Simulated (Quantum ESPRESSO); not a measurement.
A user runs Quantum ESPRESSO on LaMg14Si (P1, 16 atoms in the cell) and asks whether the run is sound. The aim is a self-consistent single point with DFT, LDA (PZ), plane waves, GBRV 1.5 ultrasoft (LDA) pseudopotentials.

Cell that was meant: a = 10.3308 Å, b = 6.5340 Å, c = 6.5340 Å, α = 57.95°, β = 90.00°, γ = 90.00°.

Part of the input:

```fortran
/
&SYSTEM
 ibrav = 0
 nat = 17
 ntyp = 3
 ecutwfc = 40
 ecutrho = 200
[...]
Mg    0.2806360000   -0.0045297442    0.9210239684
Mg    0.7429640000    0.0031733334    0.9048216512
Si    0.4905220000    0.0011394831    0.7222201029
Mg    0.7508280000   -0.0220031465    0.8642414391
K_POINTS {automatic}
2 3 3  0 0 0
CELL_PARAMETERS {angstrom}
```

Output (repeated stretches shortened):

```
     G-vector sticks info
     --------------------
     sticks:   dense  smooth     PW     G-vecs:    dense   smooth      PW
   [... lines left out ...]
        k(    8) = (  -0.5000000   1.0879202  -0.0000000), wk =   0.2222222
        k(    9) = (   0.0000000   0.5439601   0.3012223), wk =   0.2222222
        k(   10) = (   0.5000000   0.5439601   0.3012223), wk =   0.2222222

     Dense  grid:   120413 G-vectors     FFT dimensions: (  90,  60,  60)

     Smooth grid:    86201 G-vectors     FFT dimensions: (  80,  50,  50)

     Initial potential from superposition of free atoms

     starting charge     160.4677, renormalised to     165.0000

     negative rho (up, down):  8.707E-02 0.000E+00
     Self-consistent Calculation

     iteration #  1     ecut=    40.00 Ry     beta= 0.70

     negative rho (up, down):  5.461E-02 0.000E+00

     total energy              =   -1946.08237132 Ry
     estimated scf accuracy    <       5.87155433 Ry

     iteration #  2     ecut=    40.00 Ry     beta= 0.70

     negative rho (up, down):  5.953E-02 0.000E+00

     total energy              =   -1941.92075790 Ry
     estimated scf accuracy    <      27.42333176 Ry

     iteration #  3     ecut=    40.00 Ry     beta= 0.70

     negative rho (up, down):  4.821E-02 0.000E+00

     total energy              =   -1945.73106025 Ry
     estimated scf accuracy    <      23.03000538 Ry

   [... 16 blocks of this kind left out ...]

     iteration # 20     ecut=    40.00 Ry     beta= 0.70

     negative rho (up, down):  6.426E-02 0.000E+00

     total energy              =   -1947.89908385 Ry
     estimated scf accuracy    <          3.1E-11 Ry

     iteration # 21     ecut=    40.00 Ry     beta= 0.70

     negative rho (up, down):  6.426E-02 0.000E+00
     End of self-consistent calculation

     the Fermi energy is     6.2988 ev

!    total energy              =   -1947.89908385 Ry
     estimated scf accuracy    <          2.1E-12 Ry
     smearing contrib. (-TS)   =       0.00044293 Ry
     internal energy E=F+TS    =   -1947.89952678 Ry

     convergence has been achieved in  21 iterations

     negative rho (up, down):  6.426E-02 0.000E+00

     Forces acting on atoms (cartesian axes, Ry/au):

     atom    1 type  1   force =    -0.00413222    0.01254177    0.00085458
     atom    2 type  2   force =    -0.00538600   -0.00262778    0.01484954
     atom    3 type  2   force =     0.01047907    0.01551333    0.01614209
     atom    4 type  2   force =     0.00487854   -0.01763861    0.00406380
   [... lines left out ...]
     Total force =   164.782711     Total SCF correction =     0.000008
   [... lines left out ...]

     negative rho (up, down):  6.426E-02 0.000E+00
          total   stress  (Ry/bohr**3)                   (kbar)     P=     2098.97
   0.00090721  -0.00366370  -0.00593739          133.46     -538.95     -873.42
  -0.00366370   0.01149525   0.01900658         -538.95     1691.01     2795.96
  -0.00593739   0.01900658   0.03040315         -873.42     2795.96     4472.46

   JOB DONE.
```

Task: Is anything amiss in this input, and did it matter?

Result: The run is not sound. The fault is one atom entered twice. Two nuclei at or near one point give a huge ion-ion repulsion and overlapping cores, and the electron count is too high as well. To fix it, remove the duplicate atom. The run converged in 21 iterations without an error; against the sound input the pressure goes from -1.55 to 209.9 GPa and the largest force goes from 0.634 to 2996 eV/Å.

The sound input it was made from differs as follows (other fixes are possible):
```diff
- nat = 17
+ nat = 16
-Mg    0.7508280000   -0.0220031465    0.8642414391
```

With that input, the run converged in 17 iterations: free energy E − TS -25342.8248 eV; Fermi level (on the code's own zero) 5.87 eV; pressure -1.55 GPa; largest force (vector length) 0.634 eV/Å (DFT, LDA (PZ), plane waves, GBRV 1.5 ultrasoft (LDA) pseudopotentials).

On the sound input: the starting cell comes from a database of computed structures (which also holds hypothetical and non-ambient phases and stackings), without a prior relaxation at this level. Its atoms were displaced at random from the sites of space group no. 38. Without a gap this mesh is coarse (it stands for a supercell whose shortest vector is 19 Å).
